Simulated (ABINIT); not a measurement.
ABINIT run on CaMg2 (P-3m1, 6 atoms in the cell): self-consistent single point.

Computed with LDA (PW92), PAW (JTH v2.0 LDA PAW) (plane waves; ABINIT).

```xyz
6
Lattice="3.4451 0.0000 0.0000 -1.7225 2.9835 0.0000 0.0000 0.0000 16.8873" Properties=species:S:1:pos:R:3 pbc="T T T"
Ca     1.7225     0.9945     1.6139
Ca     0.0000     1.9890    15.2734
Mg     0.0000     1.9890     4.4919
Mg     1.7225     0.9945    12.3954
Mg     1.7225     0.9945     7.1266
Mg     0.0000     1.9890     9.7607
```

Reference input (self-consistent single point, DFT, LDA (PW92), plane waves, PAW (JTH v2.0 LDA PAW)): pseudos = [Ca.LDA_PW-JTH.xml, Mg.LDA_PW-JTH.xml]; ecut = 20 Ha; pawecutdg = 40 Ha; occopt = 7; tsmear = 0.00367493 Ha; ngkpt = 8 8 2; nshiftk = 1; shiftk = 0 0 0; potentials = JTH v2.0 LDA PAW; nband = 39; kptopt = 1; nstep = 100. This run's input differs from it in these lines:

```diff
@@ -25,3 +25,3 @@
 kptopt 1
-ngkpt 8 8 2
+ngkpt 6 6 2
 nshiftk 1
```

Output (repeated stretches shortened):

```
--- !BeginCycle
solver: {iscf: 17, nstep: 100, nline: 4, wfoptalg: 10, }
tolerances: {tolvrs: 1.00E-11, }
...

     iter   Etot(hartree)      deltaE(h)  residm     nres2
 ETOT  1  -326.12637051646    -3.261E+02 3.166E+00 5.489E+00
 ETOT  2  -328.11316075035    -1.987E+00 3.013E-02 7.123E-01
 ETOT  3  -328.10989083553     3.270E-03 1.602E-02 1.765E-01
 ETOT  4  -328.10964164966     2.492E-04 2.855E-03 2.246E-02
 ETOT  5  -328.10960614060     3.551E-05 2.050E-03 1.236E-03
   [... 4 lines left out ...]
 ETOT 10  -328.10960560126     4.161E-11 2.053E-03 1.498E-09
 ETOT 11  -328.10960560126    -1.705E-12 9.208E-04 1.794E-10
 ETOT 12  -328.10960560126     5.684E-13 6.686E-04 1.752E-11
 ETOT 13  -328.10960560126     5.684E-13 7.216E-04 2.882E-12
 At SCF step   13       nres2   =  2.88E-12 < tolvrs=  1.00E-11 =>converged.

 Cartesian components of stress tensor (hartree/bohr^3)
  sigma(1 1)=  3.23922792E-05  sigma(3 2)=  0.00000000E+00
  sigma(2 2)=  3.23922791E-05  sigma(3 1)=  0.00000000E+00
  sigma(3 3)=  1.27728622E-04  sigma(2 1)= -2.42103457E-14

 ----iterations are completed or convergence reached----

 reduced coordinates (array xred) for    6 atoms
       0.666666666667      0.333333333333      0.095570000000
       0.333333333333      0.666666666667      0.904430000000
       0.333333333333      0.666666666667      0.265990000000
       0.666666666667      0.333333333333      0.734010000000
       0.666666666667      0.333333333333      0.422010000000
       0.333333333333      0.666666666667      0.577990000000
 cartesian forces (eV/Angstrom) at end:
   [... lines left out ...]
 Fermi (or HOMO) energy (hartree) =   0.13586   Average Vxc (hartree)=  -0.30362
   [... lines left out ...]
'-kT*entropy'       : -1.12553098644643E-03
total_energy        : -3.28109605548637E+02
total_energy_eV     : -8.92831642473715E+03
...

-Cartesian components of stress tensor (GPa)         [Pressure= -1.8880E+00 GPa]
- sigma(1 1)=  9.53013597E-01  sigma(3 2)=  0.00000000E+00
- sigma(2 2)=  9.53013593E-01  sigma(3 1)=  0.00000000E+00
- sigma(3 3)=  3.75790518E+00  sigma(2 1)= -7.12292843E-10

 Calculation completed.
```

The run converged in 13 iterations. 

The starting cell comes from a database of computed structures (which also holds hypothetical and non-ambient phases and stackings), without a prior relaxation at this level.

These are the values that this program gave, and no reference: the one-centre exchange-correlation terms come from a truncated expansion.

Cost on one core of a shared machine: roughly 3 min.
